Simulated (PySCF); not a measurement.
PySCF 2.14.0, TPSSH/def2-svp, df: Ge(Me)(Vi)2(OH) (C=[CH][Ge]([CH3])([OH])[CH]=C), 17 atoms. The geometry is a generated start, not checked to be a minimum at this level.

```yaml
task: energy
method: tpssh
basis: def2-svp
two_electron_scheme: density fitting
mol.max_memory: 3000 MB
mf.max_cycle: 100
mf.init_guess: minao (default)
mf.DIIS: CDIIS (default)
mf.diis_space: 8 (default)
mf.conv_tol: 1e-09 (default)
mf.grids.level: 3 (default)
basis_functions: 166
grid_points: 203392
```

```xyz
17

C      1.8551    -1.7391    -0.5762
C      1.5843    -0.4594    -0.7596
Ge     0.1825     0.5188     0.2455
C     -0.6262     1.9642    -0.8782
O      0.9589     1.2663     1.6506
C     -1.1059    -0.6587     1.1472
C     -2.1572    -1.2159     0.5746
H      2.6325    -2.2566    -1.1188
H      1.2989    -2.3304     0.1356
H      2.1553     0.1072    -1.4859
H     -0.2997     2.9403    -0.5331
H     -1.7087     1.9278    -0.8091
H     -0.3470     1.8528    -1.9207
H      1.7126     1.8266     1.4858
H     -0.9100    -0.8323     2.1961
H     -2.3841    -1.0596    -0.4685
H     -2.8413    -1.8522     1.1147
```

One run each on 2 threads, 1 BLAS thread. Values of level_shift (Hartree) tried: 0 (default), 0.1, 0.3, 1.

Problem. Predict the course of the Fock builds along this series.

Solution. Fewest Fock builds, within one of each other: 0 (default) with 13, 0.1 with 12. The count rises to 34 at 1. All converge to one solution.

```csv
level_shift (Hartree),Fock builds,end
0 (default),13,same solution
0.1,12,same solution
0.3,15,same solution
1,34,same solution
```
